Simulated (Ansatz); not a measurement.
**Pressure series in YN**

The reference is YN in the rock salt structure (space group Fm-3m, No. 225).

```
YN
1.0
    0.00000     2.45292     2.45292
    2.45292     0.00000     2.45292
    2.45292     2.45292     0.00000
Y N
1 1
Direct
  0.00000   0.00000   0.00000
  0.50000   0.50000   0.50000
```

Cell and atoms are relaxed at each pressure.

Calculations: DFT with PBE, PAW potentials and a 420 eV plane-wave cutoff in Ansatz (a program for electronic structure), no SOC.

```tsv
P (GPa)	V (Å³/atom)
-1.99	14.949
-0.99	14.852
0.90	14.677
2.10	14.570
4.50	14.370
9.00	14.028
15.00	13.629
```

Q: Fit a third-order Birch–Murnaghan equation of state.

A: Least squares on P(V) = (3B₀/2)[(V₀/V)^(7/3) − (V₀/V)^(5/3)]·[1 + (3/4)(B₀′ − 4)((V₀/V)^(2/3) − 1)] gives V₀ = 14.76 Å³/atom, B₀ = 159 GPa and B₀′ = 4.2.

Between the base and pressure 15 GPa the gap moves from 0.21 eV to 0.06 eV, a mean slope of -9.8 meV/GPa.

Load acts through the strain it causes; cell and atoms are relaxed under it. Whether these cells are dynamically stable was not tested. No other phases were tried under pressure. The zero or small gap of YN can change with the level of theory.
